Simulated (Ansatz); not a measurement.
Input and output of a dielectric-response calculation for N₂ (P4_2/mnm, 4 atoms in the cell) (Ansatz, a program for electronic structure).

Level of theory: LDA (PW92), default PAW files made with PBE (plane waves; Ansatz).

```xyz
4
Lattice="4.1045 0.0000 0.0000 0.0000 4.1045 0.0000 0.0000 0.0000 5.3726" Properties=species:S:1:pos:R:3 pbc="T T T"
N      3.7116     3.7116     0.0000
N      0.3929     0.3929     0.0000
N      2.4451     1.6594     2.6863
N      1.6594     2.4451     2.6863
```

Reference input (self-consistent single point, DFT, LDA (PW92), plane waves, default PAW files made with PBE): basis.ecutwfc = 420 eV; kpoints.mp_grid.grid = 6 6 5; hamiltonian.xc = lda; hamiltonian.pseudopotentials = {kind: paw} (the program's default PAW files); scf.occupations.method = fixed. This run's input differs from it in these lines:

Ansatz 0.2 input:
```diff
@@ -13,3 +13,3 @@
 kpoints:
-  mp_grid: { grid: [6, 6, 5] }
+  mp_grid: { grid: [6, 6, 5], shift: [0.5, 0.5, 0.5] }
 hamiltonian:
@@ -19,6 +19,4 @@
   occupations: { method: fixed }
-output:
-  forces: true
-  eigenvalues: true
-  stress: true
+dielectric:
+  field_mesh: kpoints
```

Output, abridged:

```
SCF iter   1: F=—  HF=-1494.466881 eV  |F-HF|=—  |Δ(HF+E_count)|=         —  Δρ=7.64e-3  dr2=5.82e-2  ethr=1.77e-3  ⟨swp⟩=3.2  Hψ=2963  notcnv=0  defer=27
all-band conjugate gradients solve this SCF's bands
preconditioner: auto → none
SCF iter   2: F=—  HF=-1494.459786 eV  |F-HF|=—  |Δ(HF+E_count)|=   7.10e-3  Δρ=2.47e-3  dr2=3.69e-3  ethr=2.91e-4  ⟨swp⟩=2.9  Hψ=1458  notcnv=0  defer=86
SCF iter   3: F=—  HF=-1494.460870 eV  |F-HF|=—  |Δ(HF+E_count)|=   1.08e-3  Δρ=8.31e-4  dr2=3.53e-4  ethr=1.85e-5  ⟨swp⟩=2.6  Hψ=1079  notcnv=0  defer=90
SCF iter   4: F=—  HF=-1494.461049 eV  |F-HF|=—  |Δ(HF+E_count)|=   1.79e-4  Δρ=6.03e-5  dr2=2.05e-6  ethr=1.76e-6  ⟨swp⟩=2.1  Hψ=994  notcnv=0  defer=26
SCF iter   5: F=—  HF=-1494.461051 eV  |F-HF|=—  |Δ(HF+E_count)|=   1.84e-6  Δρ=1.10e-5  dr2=4.52e-8  ethr=1.03e-8  ⟨swp⟩=2.2  Hψ=983  notcnv=0
SCF iter   6: F=—  HF=-1494.461051 eV  |F-HF|=—  |Δ(HF+E_count)|=   6.86e-8  Δρ=5.33e-7  dr2=1.91e-10  ethr=2.26e-10  ⟨swp⟩=2.2  Hψ=1016  notcnv=0
SCF iter   7: F=-1494.461051 eV  HF=-1494.461051 eV  |F-HF|=6.82e-13  |Δ(HF+E_count)|=  5.16e-11  Δρ=6.08e-8  dr2=1.45e-12  ethr=1.00e-12  ⟨swp⟩=4.0  Hψ=2143  notcnv=0
SCF 1 converged in 7 iterations: F = -1494.461051 eV  dr2 = 1.45e-12
DFPT response loops at Γ: preconditioner auto → none (the input reference at scf.mixing.eps_inf says where Resta's filter doesn't serve); β = 0.50 …
Free energy (F): -1494.461051 eV
Internal energy: -1494.461051 eV  (E = F + TS)
E sigma→0 (E₀):  -1494.461051 eV
Fermi energy:    -5.782880 eV
--- Dielectric response (ions clamped): 2 representative field directions + reference, on 45 of 180 k-points (Σ response iterations 13) ---
  k mesh reduced under 2 symmetry operations, with k and −k counted as one. Each operation leaves every solved perturbation unchanged …
  ε∞ (high-frequency dielectric tensor):
        1.673080    -0.000000     0.000000
   [... lines left out ...]
         0.00185    0.00000    0.00000
         0.00000    0.00000    0.00000
    site 3:
         0.00000    0.00185    0.00000
         0.00185    0.00000    0.00000
         0.00000    0.00000    0.00000
  Z* charge neutrality: 1.377e-4 e pre-enforcement
  k-mesh period / interband length: 24.6 Å / 0.71 Å = 34.82 at k = (0.0833, 0.0833, -0.1000), direct gap 7.025 eV — 14 or more, which is no proof of convergence
```

The run converged in 7 iterations. 

Summary of the result:
```
Quantity                                                                                                          Result
----------------------------------------------------------------------------------------  ------------------------------
Free energy E − TS (on the zero of these files)                                                            -1494.4611 eV
Top of the valence band (on the code's own zero)                                                                -5.78 eV
Gap on the k-point mesh                                                                                          6.86 eV
ε∞ at this k-point mesh, which may be far from converged in small-gap cells (xx, yy, zz)                1.67, 1.67, 1.53
Born charges at this mesh (mean of the diagonal, e)                                       N 0.00, N 0.00, N 0.00, N 0.00
```

The starting cell comes from a database of computed structures (which also holds hypothetical and non-ambient phases and stackings), without a prior relaxation at this level. Its lattice was rescaled by up to half a per cent. The shifted mesh does not hold Γ, so a gap read on it misses any band edge there.
